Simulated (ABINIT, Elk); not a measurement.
An ABINIT input for a self-consistent single point of CaNi2 (Fd-3m, 6 atoms in the cell) (DFT, PBEsol, plane waves, norm-conserving pseudopotentials (PseudoDojo nc-sr-04 PBEsol standard)):

```
# CaNi2, PseudoDojo nc-sr-04 PBEsol standard
pp_dirpath "./"
pseudos "Ca.upf, Ni.upf"
acell 4.9496937282 4.9496937282 4.9496937282 Angstrom
rprim
         0.0000000000    0.7071067812    0.7071067812
         0.7071067812   -0.0000000000    0.7071067812
         0.7071067812    0.7071067812   -0.0000000000
natom 6
ntypat 2
znucl 20 28
typat 1 1 2 2 2 2
xred
         0.0000000000    0.0000000000    0.0000000000
         0.2500000000    0.2500000000    0.2500000000
         0.6250000000    0.6250000000    0.6250000000
         0.1250000000    0.6250000000    0.6250000000
         0.6250000000    0.6250000000    0.1250000000
         0.6250000000    0.1250000000    0.6250000000
ecut 98 Ry
occopt 3
tsmear 0.1 eV
nband 58
kptopt 1
ngkpt 6 6 6
nshiftk 1
shiftk 0 0 0
nstep 50
tolvrs 1.0e-10
prtwf 0
prtden 0
prtvol 1
```

Question: Give the Elk input for the same structure, mesh, smearing and functional.

Answer: One input that does it (others would too):

```
tasks
  0

xctype
  22

tforce
  .true.

rgkmax
  8.0

gmaxvr
  18.0

lmaxapw
  10

lmaxo
  8

nxlo
  2

lorbcnd
  .true.

lradstp
  2

nrmtscf
  2.0

rmtscf
  0.91

lmaxi
  4

stype
  3

swidth
  0.00367493

avec
    0.0000000000    6.6139696266    6.6139696266
    6.6139696266    0.0000000000    6.6139696266
    6.6139696266    6.6139696266    0.0000000000

atoms
  2   : nspecies
  'Ca.in'   : spfname
  2   : natoms; atposl, bfcmt below
  0.0000000000  0.0000000000  0.0000000000    0.0 0.0 0.0
  0.2500000000  0.2500000000  0.2500000000    0.0 0.0 0.0
  'Ni.in'   : spfname
  4   : natoms; atposl, bfcmt below
  0.6250000000  0.6250000000  0.6250000000    0.0 0.0 0.0
  0.1250000000  0.6250000000  0.6250000000    0.0 0.0 0.0
  0.6250000000  0.6250000000  0.1250000000    0.0 0.0 0.0
  0.6250000000  0.1250000000  0.6250000000    0.0 0.0 0.0

ngridk
  6 6 6
```

Basis, cutoffs, solver keys and any potentials are the target program's own. This input uses DFT, PBEsol, all-electron FP-LAPW, Elk's shipped species files, APW+lo basis with extra local orbitals.

The starting cell comes from a database of computed structures (which also holds hypothetical and non-ambient phases and stackings), without a prior relaxation at this level. Its lattice was rescaled by a random factor within 2.5 % of one.
